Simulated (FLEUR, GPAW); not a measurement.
A GPAW input for a self-consistent single point of InPd (Pm-3m, 2 atoms in the cell) (DFT PBE, plane waves, GPAW PAW datasets PBE (gpaw-data 1.0.1)):

```python
from ase import Atoms
from ase.units import GPa
from gpaw import GPAW, PW

atoms = Atoms(['In', 'Pd'],
              cell=[[3.331101, 0.000000, 0.000000],
                    [0.000000, 3.331101, 0.000000],
                    [0.000000, 0.000000, 3.331101]],
              scaled_positions=[[0.000000, 0.000000, 0.000000],
                                [0.500000, 0.500000, 0.500000]],
              pbc=True)

calc = GPAW(mode=PW(550),
            xc='PBE',
            kpts={'size': (10, 10, 10), 'gamma': True},
            occupations={'name': 'methfessel-paxton', 'width': 0.272, 'order': 0},
            nbands=-6,
            convergence={'density': 1e-05, 'energy': 1e-05},
            symmetry={'symmorphic': False, 'tolerance': 0.0005},
            maxiter=120)

atoms.calc = calc

energy = atoms.get_potential_energy()
print('Energy (eV):', round(energy, 6))
forces = atoms.get_forces()
print('Forces (eV/Ang):')
print(forces.round(5))
stress = atoms.get_stress()
print('Stress (GPa, Voigt):', (stress / GPa).round(4))
```

### Question
Write the same calculation as an input for FLEUR.

### Answer
One input that does it (others would too):

Input of the input generator:

```
scf InPd
&input film=f /
6.2948685835 0.0000000000 0.0000000000
0.0000000000 6.2948685835 0.0000000000
0.0000000000 0.0000000000 6.2948685835
1.0
1.0 1.0 1.0

2
49 0.0000000000 0.0000000000 0.0000000000
46 0.5000000000 0.5000000000 0.5000000000

&comp jspins=1 /
&kpt div1=10 div2=10 div3=10 gamma=t /
&end /
```

```xml
<?xml version="1.0" encoding="UTF-8" standalone="no"?>
<fleurInput fleurInputVersion="0.39">
   <comment>
      scf InPd                                                                                            
   </comment>
   <calculationSetup>
      <cutoffs Kmax="4.0" Gmax="20.0" GmaxXC="20.0" numbands="0"/>
      <scfLoop itmax="60" minDistance="0.00001" maxIterBroyd="99" imix="Anderson" alpha="0.05" precondParam="0.0" spinf="2.0"/>
      <coreElectrons ctail="T" frcor="F" kcrel="0" coretail_lmax="0"/>
      <xcFunctional name="pbe" relativisticCorrections="F"/>
      <magnetism jspins="1"/>
      <soc l_soc="F" theta="0.0" phi="0.0" spav="F"/>
      <expertModes spex="0" secvar="F"/>
      <geometryOptimization l_f="T" forcealpha="1.0" forcemix="BFGS" epsdisp="0.00001" epsforce="0.00001"/>
      <ldaU l_linMix="F" mixParam="0.05" spinf="1.0"/>
   </calculationSetup>
   <cell>
      <bzIntegration valenceElectrons="39.0" mode="gauss" fermiSmearingEnergy="0.00999582">
         <kPointListSelection listName="default-1"/>
         <!-- k-points included here -->
         <xi:include xmlns:xi="http://www.w3.org/2001/XInclude" href="kpts.xml"> </xi:include>
      </bzIntegration>
      <!-- symmetry operations included here -->
      <xi:include xmlns:xi="http://www.w3.org/2001/XInclude" href="sym.xml"> </xi:include>
      <bulkLattice scale="1.0">
         <bravaisMatrix>
            <row-1>    6.2948685834999996     0.0000000000000000     0.0000000000000000</row-1>
            <row-2>    0.0000000000000000     6.2948685834999996     0.0000000000000000</row-2>
            <row-3>    0.0000000000000000     0.0000000000000000     6.2948685834999996</row-3>
         </bravaisMatrix>
      </bulkLattice>
   </cell>
   <atomSpecies>
      <species name="Indium (In)" element="In" atomicNumber="49">
         <mtSphere radius="2.39" gridPoints="791" logIncrement="0.016"/>
         <atomicCutoffs lmax="7" lnonsphr="5"/>
         <electronConfig flipSpins="F">
            <coreConfig>(1s1/2) (2s1/2) (2p1/2) (2p3/2) (3s1/2) (3p1/2) (3p3/2) (3d3/2) (3d5/2)</coreConfig>
            <valenceConfig>(4s1/2) (4p1/2) (4p3/2) (5s1/2) (4d3/2) (4d5/2) (5p1/2) (5p3/2)</valenceConfig>
            <stateOccupation state="(5p1/2)" spinUp="0.1666666666667" spinDown="0.1666666666667"/>
            <stateOccupation state="(5p3/2)" spinUp="0.3333333333333" spinDown="0.3333333333333"/>
         </electronConfig>
         <energyParameters s="5" p="5" d="4" f="4"/>
         <lo type="SCLO" l="0" n="4" eDeriv="0"/>
         <lo type="SCLO" l="1" n="4" eDeriv="0"/>
         <lo type="SCLO" l="1" n="4" eDeriv="1"/>
         <lo type="SCLO" l="2" n="4" eDeriv="2"/>
         <lo type="SCLO" l="3" n="4" eDeriv="2"/>
      </species>
      <species name="Palladium (Pd)" element="Pd" atomicNumber="46">
         <mtSphere radius="2.66" gridPoints="879" logIncrement="0.015"/>
         <atomicCutoffs lmax="7" lnonsphr="5"/>
         <electronConfig flipSpins="F">
            <coreConfig>(1s1/2) (2s1/2) (2p1/2) (2p3/2) (3s1/2) (3p1/2) (3p3/2) (3d3/2) (3d5/2)</coreConfig>
            <valenceConfig>(4s1/2) (4p1/2) (4p3/2) (5s1/2) (4d3/2) (4d5/2)</valenceConfig>
            <stateOccupation state="(5s1/2)" spinUp="0.5" spinDown="0.5"/>
            <stateOccupation state="(4d3/2)" spinUp="1.8" spinDown="1.8"/>
            <stateOccupation state="(4d5/2)" spinUp="2.7" spinDown="2.7"/>
         </electronConfig>
         <energyParameters s="5" p="5" d="4" f="4"/>
         <lo type="SCLO" l="0" n="4" eDeriv="0"/>
         <lo type="SCLO" l="1" n="4" eDeriv="0"/>
         <lo type="SCLO" l="1" n="4" eDeriv="1"/>
         <lo type="SCLO" l="2" n="4" eDeriv="2"/>
         <lo type="SCLO" l="3" n="4" eDeriv="2"/>
      </species>
   </atomSpecies>
   <atomGroups>
      <atomGroup species="Indium (In)">
         <relPos label="                   1">.0000000000 .0000000000 .0000000000</relPos>
         <force calculate="T" relaxXYZ="TTT"/>
      </atomGroup>
      <atomGroup species="Palladium (Pd)">
         <relPos label="                   2">1.000/2.000 1.000/2.000 1.000/2.000</relPos>
         <force calculate="T" relaxXYZ="TTT"/>
      </atomGroup>
   </atomGroups>
   <output dos="F" band="F" slice="F">
      <checks vchk="F" cdinf="F"/>
      <bandDOS minEnergy="-.5*Htr" maxEnergy="0.5*Htr" sigma="0.015" storeEVData="T"/>
      <vacuumDOS vacdos="F" integ="F" star="F" nstars="0" locx1="0.0" locy1="0.0" locx2="0.0" locy2="0.0" nstm="0" tworkf="0.0"/>
      <unfoldingBand unfoldBand="F" supercellX="1" supercellY="1" supercellZ="1"/>
      <plotting iplot="0" polar="F">
         <plot TwoD="T" vec1="  1.0  0.0  0.0" vec2="  0.0  1.0  0.0" vec3="  0.0  0.0  1.0" zero="  0.0  0.0  0.0" file="plot"/>
      </plotting>
      <chargeDensitySlicing numkpt="0" minEigenval="0.0" maxEigenval="0.0" nnne="0" pallst="F"/>
      <specialOutput eonly="F"/>
      <magneticCircularDichroism mcd="F" energyLo="-10.0" energyUp="0.0"/>
   </output>
  <!-- We include the file relax.xml here to enable relaxations (see documentation) -->
  <xi:include xmlns:xi="http://www.w3.org/2001/XInclude" href="relax.xml"> <xi:fallback/> </xi:include>
</fleurInput>
```

Basis settings and potentials, where a program has them, do not carry over. This input uses DFT, PBE, all-electron FLAPW (FLEUR), scalar-relativistic valence.

The starting cell comes from a database of computed structures (which also holds hypothetical and non-ambient phases and stackings), without a prior relaxation at this level. Its lattice was rescaled by a random factor within 2.5 % of one.
